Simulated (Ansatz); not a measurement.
C (model structure, Fm-3m, No. 225, 1 atom in the cell) was calculated with LDA (Ansatz, an electronic-structure program, PAW).

Settings: plane-wave cutoff 520 eV, 26×26×26 k mesh, Fermi–Dirac smearing 0.05 eV, scalar-relativistic PAW data made under PBE.

Cell (relaxed at this level):

```cif
data_C
_chemical_formula_sum 'C1'
_space_group_name_H-M_alt 'P 1'
_space_group_IT_number 1
_cell_length_a 2.13341
_cell_length_b 2.13341
_cell_length_c 2.13341
_cell_angle_alpha 60.000
_cell_angle_beta 60.000
_cell_angle_gamma 60.000
loop_
_space_group_symop_operation_xyz
  'x, y, z'
loop_
_atom_site_label
_atom_site_type_symbol
_atom_site_fract_x
_atom_site_fract_y
_atom_site_fract_z
_atom_site_occupancy
C1 C 0.00000 0.00000 0.00000 1
```

Q: Predict the bulk modulus.

A: 
bulk modulus: 184 GPa

The run finds no gap.

Note: the bulk modulus is −V dP/dV from two relaxed cells at ±2 % in volume; the relaxation could raise the start's symmetry but not lower it, so the cell can be a saddle point.

A model structure was made by putting elements into a prototype or built by hand; it is no filed structure, need not be a known phase, and can be a saddle point held by its symmetry.
